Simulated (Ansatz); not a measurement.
Take ZnS in the wurtzite structure (space group P6_3mc, No. 186; a = 3.8451 Å, c = 6.3057 Å) as the base. Axes: x lies along a and z along c of the hexagonal cell.

All numbers come from PBE in Ansatz (plane waves to 420 eV, PAW, without spin-orbit coupling), earlier PAW set.

Now apply this change: every lattice vector is shortened by 2.37 %, atoms relaxed at fixed cell.

### Question
Predict the stress tensor and what it implies for the stiffness.

### Answer
Stress of the strained cell less that of the base (GPa, compression positive):
```
   5.76    0.00    0.00
   0.00    5.76    0.00
   0.00    0.00    6.00
```

Then B = −ΔP/(ΔV/V₀) with ΔV/V₀ = -0.0694 gives secant stiffness values (nonlinear terms included at this strain): B (at held cell shape, above the free-shape value) ≈ 84 GPa.

As a check, the harmonic strain energy −½ V₀ Δσ:ε is 26 meV/atom; the computed energy rise is 24 meV/atom.

No phonon test of stability was made.

Ansatz is an electronic-structure program.
